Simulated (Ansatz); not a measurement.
## CdSe, response to strain

Take CdSe in the wurtzite structure (space group P6_3mc, No. 186) as the base.

```xyz
4
Lattice="4.3828 0.0000 0.0000 -2.1914 3.7956 0.0000 0.0000 0.0000 7.1544" Properties=species:S:1:pos:R:3 pbc="T T T"
Cd     0.0000     2.5304     0.0009
Cd     2.1914     1.2652     3.5781
Se     0.0000     2.5304     2.6891
Se     2.1914     1.2652     6.2663
```

Strains are applied to the cell and any free atomic positions relax.

All numbers come from PBE in Ansatz (plane waves to 420 eV, PAW, without spin-orbit coupling).

Notes on the quantities. pressure: mean of the normal stresses, compression positive.

```
isotropic strain (%)  pressure (GPa)
--------------------  --------------
0                                0.0
0.6                             -0.8
1.2                             -1.5
1.8                             -2.1
2.4                                ?
3                               -3.2
```

Fit P = P₀ − Bδ + Cδ² with δ = (1 + ε)³ − 1 to the rows shown and predict the withheld row.

Least squares on the printed values gives P₀ = 0.0 GPa, B = 44.4 GPa (at held cell shape), C = 109 GPa (largest residual 0.0 GPa); this predicts -2.7 GPa, and the run gives -2.7 GPa, in agreement.

No phonon test of stability was made.

Ansatz is a first-principles code.
